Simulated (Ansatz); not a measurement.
For CdTe (model structure, started from the PtS type, P4₂/mmc, No. 131, 4 atoms in the cell), PBE (Ansatz, an electronic-structure program, PAW) gives:

* **equilibrium lattice constant a**: 4.392 Å
* **c axis length**: 7.901 Å

What does PBE-D3(BJ) (Ansatz, plane waves, PAW) give for the same quantities?


- lattice constant a: 4.269 Å (decreases by 2.8 %)
- lattice parameter c: 7.880 Å (shrinks by 0.3 %)

Changes are worked out from the printed values.

Unless a cell is named, each level is at its own relaxed cell (PBE 38.10, PBE-D3(BJ) 35.90 Å³/atom).

Ansatz's density-functional and Hartree–Fock values are scalar-relativistic unless marked +SOC, with PAW data made under PBE.

A model structure was made by putting elements into a prototype or built by hand; it is no filed structure, need not be a known phase, and can be a saddle point held by its symmetry.
